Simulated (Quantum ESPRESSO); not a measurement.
Quantum ESPRESSO 7.5, DFT, PBE, plane waves, SSSP 1.1.2 efficiency PBE: bcc W, atoms displaced (W10), 10 atoms. Basis and mesh were picked for this test and aren't claimed converged.

| Item | Result |
|---|---|
| cell | 3.17, 3.17, 15.82 Å; 90, 90, 90° |
| distance to the nearest atom | 2.38 to 2.66 Å |
| task | scf |
| k mesh | 4×4×1 |
| ecutwfc | 45 Ry |
| ecutrho | 360 Ry |
| occupations | smearing |
| smearing | mv |
| degauss | 0.02 Ry |
| conv_thr | 1e-08 Ry |
| tprnfor | true |
| tstress | false |
| k-point pools (-nk) | 4 |
| diagonalization | david (default) |
| k-points computed | 10 |
| bands | 84 |
| electrons | 140 |
| G-vectors of the density | 123477 |
| FFT grid | 40×40×192 |

One run each.

All on 8 ranks. Base settings, kept where nothing else is said: mixing_mode = plain (default), mixing_beta = 0.7 (default), mixing_ndim = 8 (default). The settings tried:
- mixing_mode = local-TF
- mixing_beta = 0.1
- mixing_mode = TF, mixing_beta = 1
- mixing_mode = local-TF, mixing_beta = 0.4
- mixing_beta = 0.2
- mixing_mode = TF, mixing_beta = 0.1
- the base settings
- mixing_beta = 1
- mixing_mode = TF
- mixing_mode = TF, mixing_beta = 0.4
- mixing_mode = local-TF, mixing_beta = 0.1
- mixing_ndim = 2
- mixing_mode = local-TF, mixing_beta = 0.2
- mixing_mode = TF, mixing_beta = 0.2
- mixing_beta = 0.4
- mixing_ndim = 4
- mixing_ndim = 16

Question: Which settings need the fewest SCF iterations, which the most, and do any fail to converge?

Answer: Fewest SCF iterations, with those close behind: mixing_mode = local-TF (8); mixing_mode = TF (9); mixing_mode = TF, mixing_beta = 1 (10); mixing_mode = local-TF, mixing_beta = 0.4 (10); mixing_mode = TF, mixing_beta = 0.4 (11). Most among those that reach the base run's result: mixing_beta = 1 (33). No count from: mixing_ndim = 2 (unfinished when stopped at the time that we allowed, after 56 SCF iterations); mixing_ndim = 4 (unfinished when stopped at the time that we allowed, after 85 SCF iterations). All the others converged.

| setting | SCF iterations | end |
|---|---|---|
| mixing_mode = local-TF | 8 | converged |
| mixing_mode = TF | 9 | converged |
| mixing_mode = TF, mixing_beta = 1 | 10 | converged |
| mixing_mode = local-TF, mixing_beta = 0.4 | 10 | converged |
| mixing_mode = TF, mixing_beta = 0.4 | 11 | converged |
| mixing_mode = local-TF, mixing_beta = 0.2 | 13 | converged |
| mixing_mode = TF, mixing_beta = 0.2 | 17 | converged |
| mixing_ndim = 16 | 18 | converged |
| mixing_beta = 0.2 | 19 | converged |
| mixing_mode = TF, mixing_beta = 0.1 | 19 | converged |
| mixing_beta = 0.1 | 20 | converged |
| mixing_mode = local-TF, mixing_beta = 0.1 | 20 | converged |
| mixing_beta = 0.4 | 21 | converged |
| the base settings | 22 | converged |
| mixing_beta = 1 | 33 | converged |
